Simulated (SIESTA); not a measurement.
Band structure of Nb3Au2 (I4/mmm, 5 atoms in the cell).

```
CELL_PARAMETERS angstrom
     -1.70781     1.70781     7.66090
      1.70781    -1.70781     7.66090
      1.70781     1.70781    -7.66090
ATOMIC_POSITIONS crystal
  Nb 0.00000 0.00000 0.00000
  Nb 0.39924 0.39924 0.00000
  Nb 0.60076 0.60076 0.00000
  Au 0.19977 0.19977 0.00000
  Au 0.80023 0.80023 0.00000
```

Method: GGA PBEsol, numerical atomic orbitals DZP, PseudoDojo PBEsol standard norm-conserving potentials (rewritten from UPF to PSML) (SIESTA).

Settings: XC.functional = GGA; XC.authors = PBEsol; potentials = PseudoDojo PBEsol standard; PAO.BasisSize = DZP; PAO.EnergyShift = 0.01 Ry; MeshCutoff = 400 Ry; kgrid.MonkhorstPack = 7 7 7; OccupationFunction = MP; OccupationMPOrder = 0; ElectronicTemperature = 2320.9 K; MaxSCFIterations = 150; SCF.Mixer.Method = Pulay; SCF.Mixer.Weight = 0.1; SCF.Mixer.History = 6.

The starting cell comes from a database of computed structures (which also holds hypothetical and non-ambient phases and stackings), without a prior relaxation at this level. Spin-orbit coupling is off. Spin polarisation is off. Values carry the incompleteness of an atom-centred basis.

Levels in eV from the Fermi level, bands 35 to 40:
```csv
point,35,36,37,38,39,40
Γ,-2.25,-0.82,0.14,0.15,0.15,0.75
X,-1.83,-1.44,-1.02,-0.81,0.54,1.49
Y,-1.75,-1.43,-1.07,-0.83,0.50,1.49
S,-1.59,-1.20,-0.72,-0.63,-0.19,0.40
Z,-1.70,-0.61,0.19,0.19,0.21,0.22
S1,-1.59,-1.20,-0.72,-0.63,-0.19,0.40
N,-1.40,-1.23,-0.86,-0.75,-0.68,0.89
P,-1.99,-1.36,-1.35,-0.07,-0.07,1.57
Y1,-1.75,-1.43,-1.07,-0.83,0.50,1.49
```

Bands cross the Fermi level along this path, so the cell is metallic at this level.

Higher empty bands are left out: an atom-centred basis made for the valence describes them poorly.
